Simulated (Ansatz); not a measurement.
```yaml
crystal:
  lattice:
    - [3.86460, 0.00000, 0.00000]
    - [0.00000, 3.86460, 0.00000]
    - [0.00000, 0.00000, 3.86460]
  atoms:
    - { symbol: La, position: [0.00000, 0.00000, 0.00000] }
    - { symbol: Ga, position: [0.50000, 0.50000, 0.50000] }
    - { symbol: O, position: [0.00000, 0.50000, 0.50000] }
    - { symbol: O, position: [0.50000, 0.50000, 0.00000] }
    - { symbol: O, position: [0.50000, 0.00000, 0.50000] }
```

The cell was generated from a structure type, relaxed within its symmetry, and need not be the phase found at ambient conditions. The cell is fixed at its relaxed static size. Melting and transitions to other phases are not modelled.

Question: Estimate each atom's mean-square displacement (sum over three axes) at 1000 K from path-integral sampling on the energy surface fitted in the stochastic self-consistent harmonic approximation in a 2×2×2 supercell, PBEsol in Ansatz (a first-principles code).

Answer: La1 0.043 Å², Ga2 0.024 Å², O3 0.15 Å², O4 0.15 Å², O5 0.15 Å². Waves longer than the supercell are missing, so the values are low for an infinite crystal. Over all wave vectors of the supercell the softest harmonic mode is 213i cm⁻¹ at q = (0.50, 0.50, 0.50); the softest of the Hessian is 53i cm⁻¹ at q = (0.00, 0.50, 0.50) at 300 K (error 10; the run's verdict: unstable), 46i cm⁻¹ at q = (0.50, 0.50, 0.50) at 1000 K (error 14; the run's verdict: undecided).
